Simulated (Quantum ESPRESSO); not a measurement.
A self-consistent single point of FeO (Fm-3m, 8 atoms in the cell) with Quantum ESPRESSO.

Computed with PBEsol, PSlibrary PAW (PBE) pseudopotentials (plane waves; Quantum ESPRESSO).

The change in words: 2 x 1 x 1 supercell; K_POINTS: automatic 4 4 4 0 0 0 → automatic 2 4 4 0 0 0. Reference geometry:
```
FeO
1.0
    4.31701     2.15850     2.15850
    2.15850     4.31701     2.15850
    2.15850     2.15850     4.31701
Fe O
2 2
Direct
  0.00000   0.00000   0.00000
  0.50000   0.50000   0.50000
  0.25000   0.25000   0.25000
  0.75000   0.75000   0.75000
```
Moments meant for the start (each program seeds them in its own way; μB, in the order of the atoms Fe Fe O O): 4.0 -4.0 0.0 0.0.

Reference input (self-consistent single point, DFT, PBEsol, plane waves, PSlibrary PAW (PBE) pseudopotentials): ecutwfc = 55 Ry; ecutrho = 330 Ry; occupations = smearing; smearing = fd; degauss = 0.000734986 Ry; nspin = 2; input_dft = pbesol; K_POINTS = automatic 4 4 4 0 0 0; conv_thr = 1e-09 Ry; mixing_beta = 0.2. This run's input differs from it in these lines:

```diff
@@ -10,3 +10,3 @@
     ibrav = 0,
-    nat = 4,
+    nat = 8,
     ntyp = 3,
@@ -32,9 +32,13 @@
 Fe1   0.000000000    0.000000000    0.000000000
-Fe2   0.500000000    0.500000000    0.500000000
-O     0.250000000    0.250000000    0.250000000
-O     0.750000000    0.750000000    0.750000000
+Fe1   0.500000000    0.000000000    0.000000000
+Fe2   0.250000000    0.500000000    0.500000000
+Fe2   0.750000000    0.500000000    0.500000000
+O     0.125000000    0.250000000    0.250000000
+O     0.625000000    0.250000000    0.250000000
+O     0.375000000    0.750000000    0.750000000
+O     0.875000000    0.750000000    0.750000000
 K_POINTS automatic
-4 4 4  0 0 0
+2 4 4  0 0 0
 CELL_PARAMETERS bohr
-   8.157966577     4.078983289     4.078983289
+  16.315933155     8.157966577     8.157966577
    4.078983289     8.157966577     4.078983289
```

Output, abridged:

```
     Self-consistent Calculation

     iteration #  1     ecut=    55.00 Ry     beta= 0.20

     total energy              =    -722.11358042 Ry
     estimated scf accuracy    <       1.52749591 Ry

     total magnetization       =    -0.05 Bohr mag/cell
     absolute magnetization    =    14.82 Bohr mag/cell

     iteration #  2     ecut=    55.00 Ry     beta= 0.20

     total energy              =    -722.24632092 Ry
     estimated scf accuracy    <       0.27332570 Ry

     total magnetization       =     0.76 Bohr mag/cell
     absolute magnetization    =    14.38 Bohr mag/cell

     iteration #  3     ecut=    55.00 Ry     beta= 0.20

   [... lines left out ...]

   [... 95 blocks of this kind left out ...]

     iteration # 99     ecut=    55.00 Ry     beta= 0.20

     total energy              =    -722.35959838 Ry
     estimated scf accuracy    <       0.00000001 Ry

     total magnetization       =     0.00 Bohr mag/cell
     absolute magnetization    =    14.24 Bohr mag/cell

     iteration #100     ecut=    55.00 Ry     beta= 0.20

     total energy              =    -722.35959840 Ry
     estimated scf accuracy    <       0.00000002 Ry

     total magnetization       =    -0.00 Bohr mag/cell
     absolute magnetization    =    14.24 Bohr mag/cell
     End of self-consistent calculation

     convergence NOT achieved after 100 iterations: stopping

   JOB DONE.
```

The run ended unconverged after 100 iterations. 

The starting cell has typed, rounded lattice constants, without a prior relaxation at this level. Its lattice was rescaled by up to half a per cent.

Cost on one core of a shared machine: roughly 20 min.
